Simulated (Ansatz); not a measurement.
The starting structures come from a database of crystals and need not be the phases stable at ambient conditions.

By PBEsol, the system below comes out a metal.

Without scattering a metal conducts by its projected Fermi surface.

```xyz
2
Lattice="3.4388 0.0000 0.0000 0.0143 4.8525 0.0000 -1.7096 -0.0051 1.7194" Properties=species:S:1:pos:R:3 pbc="T T T"
P      0.0036     1.2159     0.0000
P      0.0107     3.6366     0.0000
```

Space group of this cell: P2/m. The cell is taken as given; by PBEsol its mean pressure is -1.3 GPa.

The current flows along the normal of the first two printed cell vectors. No spin-orbit coupling; the value is a mean over 0.1 eV about the Fermi level.

Task: State the ballistic conductance per area according to PBEsol in Ansatz (a program for electronic structure).

Result: 1.4 × 10¹⁵ S/m² for both spins.
